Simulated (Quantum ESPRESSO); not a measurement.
Short convergence ladders for SnO (P4/nmm, 4 atoms in the cell)

```yaml
crystal:
  lattice:
    - [3.78100, 0.00000, 0.00000]
    - [0.00000, 3.78100, 0.00000]
    - [0.00000, 0.00000, 4.81580]
  atoms:
    - { symbol: Sn, position: [0.50000, 0.00000, 0.76200] }
    - { symbol: Sn, position: [0.00000, 0.50000, 0.23800] }
    - { symbol: O, position: [0.50000, 0.50000, 0.00000] }
    - { symbol: O, position: [0.00000, 0.00000, 0.00000] }
```

Base method: PBEsol, GBRV 1.5 ultrasoft (PBESOL) pseudopotentials (plane waves; Quantum ESPRESSO).

Base settings: ecutwfc = 40 Ry; ecutrho = 200 Ry; occupations = smearing; smearing = fermi-dirac; degauss = 0.00147 Ry; potentials = {Sn: sn_pbesol_v1.4.uspp.F.UPF, O: o_pbesol_v1.2.uspp.F.UPF}; K_POINTS = automatic 5 5 3 0 0 0; conv_thr = 1e-11 Ry.

Core times come from one kind of shared machine, to one figure; runs under 30 s give none.

**Zone-centre phonons against the cutoff**

In this ladder: occupations = fixed; smearing = default; degauss = default; nbnd = 24; ph.x.tr2_ph = 1e-14; ph.x.fildyn = dyn.G; ph.x.epsil = true; dynmat.x.fildyn = dyn.G; dynmat.x.asr = simple. Moved along: ecutrho.

The mesh stays at the base's, so the ladder's end is converged at best in this setting alone.

Frequencies are those of the unrelaxed cell, without the LO-TO term of polar crystals.

Only quantities that move along the ladder and can be compared are tabulated.

```csv
ecutwfc,highest zone-centre frequency (cm⁻¹),lowest optical frequency (cm⁻¹),largest Born charge (mean of the diagonal) (e),mean ε∞,core time / last (rough)
20 Ry,528.1,129.1,1.759,8.600,0.1
28 Ry,469.0,116.6,2.353,8.529,0.4
40 Ry,471.4,117.0,3.056,8.547,0.8
48 Ry,471.5,116.8,3.013,8.547,1
```

Coarsest ecutwfc that holds the highest zone-centre frequency within 5 cm⁻¹ of the last step, with all finer ones: 28 Ry, at about 0.4 of the last step's time; the step before is off by 57 cm⁻¹.

Coarsest ecutwfc that holds the lowest optical frequency within 5 cm⁻¹ of the last step, with all finer ones: 28 Ry, at about 0.4 of the last step's time; the step before is off by 12 cm⁻¹.

Coarsest ecutwfc that holds the largest Born charge (mean of the diagonal) within 0.05 e: not settled: the last two steps still differ by 0.043 e, over half the tolerance, so the ladder does not show it.

**The force threshold of a relaxation**

On SnO (P4mm, 4 atoms in the cell): one atom moved by 0.15 angstrom.

In this ladder: calculation = relax; tprnfor = default; tstress = default.

The mesh stays at the base's, so the ladder's end is converged at best in this setting alone.

Only quantities that move along the ladder and can be compared are tabulated.

| forc_conv_thr | largest force left (eV/Å) | relaxation steps | core time / last (rough) |
|---|---|---|---|
| 0.0078 Ry/bohr | 0.0571 | 4 | – |
| 0.0019 Ry/bohr | 0.0267 | 5 | 0.7 |
| 0.00078 Ry/bohr | 0.0023 | 6 | 0.6 |
| 0.00019 Ry/bohr | 0.0023 | 6 | 0.8 |
| 3.9e-05 Ry/bohr | 0.0004 | 7 | 1 |

Coarsest forc_conv_thr that holds the largest force left within 0.02 eV/Å of the last step, with all finer ones: 0.00078 Ry/bohr; the step before is off by 0.026 eV/Å.

On the base run: the starting cell has typed, rounded lattice constants, without a prior relaxation at this level. Its lattice was rescaled by up to half a per cent.
